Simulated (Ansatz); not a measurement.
The starting structures come from a database of crystals and need not be the phases stable at ambient conditions.

 Where the default PAW files enter, the runs use the earlier of Ansatz's two default sets.

Consider the following.

```xyz
14
Lattice="6.5210 0.0000 0.0000 0.0000 6.5210 0.0000 3.2605 -3.2605 4.6110" Properties=species:S:1:pos:R:3 pbc="T T T"
Cd     6.5210     3.2605     2.3055
Cd     0.0000     0.0000     0.0000
In     8.1512     0.0000     3.4583
In     3.2605     1.6302     1.1528
In     4.8907     0.0000     3.4583
In     3.2605     4.8907     1.1528
O      3.2605     1.4574     3.3361
O      1.8030     3.2605     1.0306
O      3.2605    -1.4574     3.3361
O      4.7179     3.2605     1.0306
O      4.7179     0.0000     1.2749
O      6.5210    -1.4574     3.5805
O      1.8030     0.0000     1.2749
O      6.5210     1.4574     3.5805
```

Space group of this cell: Fd-3m, spinel. The cell is taken as given; by r2SCAN its mean pressure is -0.9 GPa.

Level of theory: r2SCAN (plane waves, PAW; Ansatz, an electronic-structure program).

The current runs along the normal of the first two printed vectors; no spin-orbit coupling. Scaled by the factor s: all lengths (ions clamped). The meshes follow the cell: 8×8×8 and 6×6 across at s = 0.98, 8×8×8 and 6×6 across at s = 1.00, 6×6×6 and 6×6 across at s = 1.02.

| s | mean pressure (GPa) | slowest mid-gap decay constant κ (1/Å) |
|---|---|---|
| 0.98 | 9.6 | ? |
| 1.00 | -0.9 | 0.163 |
| 1.02 | -8.7 | 0.140 |

**Question.** Take the slope of the slowest mid-gap decay constant κ against ln s from the two given rows, extrapolate to s = 0.98, and say what the run there gives.

**Answer.** Slope = (0.140 − 0.163) / ln 1.02 = -1.16 1/Å. The line gives 0.163 + (-1.16) × ln 0.98 = 0.186 1/Å. The run gives 0.187 1/Å, 0.001 1/Å over the line, 2 % of the predicted step.
